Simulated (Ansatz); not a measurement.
ScAl (Cmcm, No. 63, 4 atoms in the cell; start mp-999206), treated with r²SCAN (plane waves, PAW; Ansatz, a program for electronic structure).

Run with plane-wave cutoff 560 eV, 14×14×14 k mesh, Fermi–Dirac smearing 0.05 eV, scalar-relativistic PAW data made under PBE.

Cell (relaxed at this level):

```cif
data_Al2Sc2
_chemical_formula_sum 'Sc2 Al2'
_space_group_name_H-M_alt 'P 1'
_space_group_IT_number 1
_cell_length_a 5.77224
_cell_length_b 5.77224
_cell_length_c 4.34217
_cell_angle_alpha 90.000
_cell_angle_beta 90.000
_cell_angle_gamma 146.124
loop_
_space_group_symop_operation_xyz
  'x, y, z'
loop_
_atom_site_label
_atom_site_type_symbol
_atom_site_fract_x
_atom_site_fract_y
_atom_site_fract_z
_atom_site_occupancy
Sc1 Sc 0.83950 0.16050 0.75000 1
Sc2 Sc 0.16050 0.83950 0.25000 1
Al1 Al 0.56980 0.43020 0.75000 1
Al2 Al 0.43020 0.56980 0.25000 1
```

Problem. Predict the bulk modulus.

Solution. 
* **bulk modulus**: 75.9 GPa

The run finds no gap.

Note: the bulk modulus is −V dP/dV from two relaxed cells at ±2 % in volume; the relaxation could not lower the start's symmetry, so the cell can be a saddle point above a distorted one.

A start named mp-… is a Materials Project structure, which need not be a measured phase.
